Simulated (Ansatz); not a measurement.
The starting structures come from a database of crystals and need not be the phases stable at ambient conditions.

Given:

```
CELL_PARAMETERS angstrom
      5.17616     0.00000     0.00000
      0.00000     5.38907     0.00000
      0.00000     0.00000     5.20313
ATOMIC_POSITIONS crystal
  Zr 0.26646 0.03027 0.74906
  Zr 0.73354 0.96973 0.24906
  Zr 0.26646 0.46973 0.24906
  Zr 0.73354 0.53027 0.74906
  O  0.53670 0.22988 0.50084
  O  0.46330 0.77012 0.00084
  O  0.53670 0.27012 0.00084
  O  0.46330 0.72988 0.50084
  O  0.06736 0.36503 0.60611
  O  0.93264 0.63497 0.10611
  O  0.06736 0.13497 0.10611
  O  0.93264 0.86503 0.60611
```

Space group of this cell: Pca2_1. The cell is strained (all lengths scaled by 1.02); by r2SCAN its mean pressure is -13.2 GPa.

Transport runs along the normal of the first two printed cell vectors.

No gap correction and no spin-orbit coupling; mid-gap values are interpolated between computed energies.

Q: Give the band gap and the smallest decay constant κ at mid-gap that r2SCAN (Ansatz, a quantum-chemistry and plane-wave program) yields.

A: Gap 4.15 eV on a 6×6×6 mesh; κ = 0.409 1/Å, at the zone centre.
